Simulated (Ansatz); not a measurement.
Start from BaTiO3 in the cubic perovskite structure (space group Pm-3m, No. 221).

```
BaTiO3
1.0
    3.96988     0.00000     0.00000
    0.00000     3.96988     0.00000
    0.00000     0.00000     3.96988
Ba Ti O
1 1 3
Direct
  0.00000   0.00000   0.00000
  0.50000   0.50000   0.50000
  0.50000   0.00000   0.50000
  0.00000   0.50000   0.50000
  0.50000   0.50000   0.00000
```

Cartesian axes are those of the cell as printed.

Calculations: PBEsol/PAW in Ansatz (an electronic-structure program), no spin-orbit coupling.

It is then changed as follows: biaxial strain +0.60 %, plane normal [001], relaxed out of plane (Cartesian); in-plane vectors clamped, the third vector and the atoms free.

Question: What happens to the out-of-plane strain?

Answer: The out-of-plane strain amounts to -0.41 %.

Question: What does the calculation give for the energy relative to the base after the change?

Answer: The energy rises by 0.9 meV/atom.

Question: What happens to the in-plane stress?

Answer: The mean in-plane stress (compression positive) comes out as -2.1 GPa.

Stability against distortions was not tested. The final runs are not spin-polarised. Many cubic perovskites are stable only at high temperature; tilts and polar distortions were not tested. This is not the structure that BaTiO3 has at room temperature and ambient pressure.
